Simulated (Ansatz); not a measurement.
The parent structure is GaAs in the zinc blende structure (space group F-43m, No. 216; a = 5.667 Å).

The values are results of Ansatz (a first-principles code), r2SCAN, PAW, cutoff 500 eV, spin-orbit coupling left out, not measurements.

Base values:

| Property | Value |
|---|---|
| Volume per atom | 22.75 Å³ |
| Band gap | 0.96 eV |
| Hole mass | 0.050, 0.34, 0.34 mₑ (at Γ) |
| Width of the top valence band | 3.40 eV |
| Gap character | direct at Γ |

One thing is altered: a hydrostatic pressure of 60 GPa.

**Question.** What does the calculation give for the volume per atom, band gap, hole mass, width of the top valence band and gap character after the change?

**Answer.** The volume per atom decreases by 6.99 Å³ (22.75 Å³ → 15.76 Å³); the band gap decreases by 0.11 eV, from 0.96 eV to 0.85 eV; the hole mass (degenerate bands, along [100]) changes from 0.050, 0.34, 0.34 mₑ (at Γ) to 0.15, 0.21, 0.21 mₑ (at Γ); the width of the top valence band increases by 2.23 eV to 5.63 eV; the gap character goes from direct at Γ to indirect, Γ → X.

Load acts through the strain it causes; cell and atoms are relaxed under it. Masses are band curvatures over ±0.01 Å⁻¹ around the edge. Stability against distortions was not tested. Measured, GaAs leaves this structure (for a Cmcm phase) near 15 GPa (room temperature; as listed in arXiv:1906.07825).
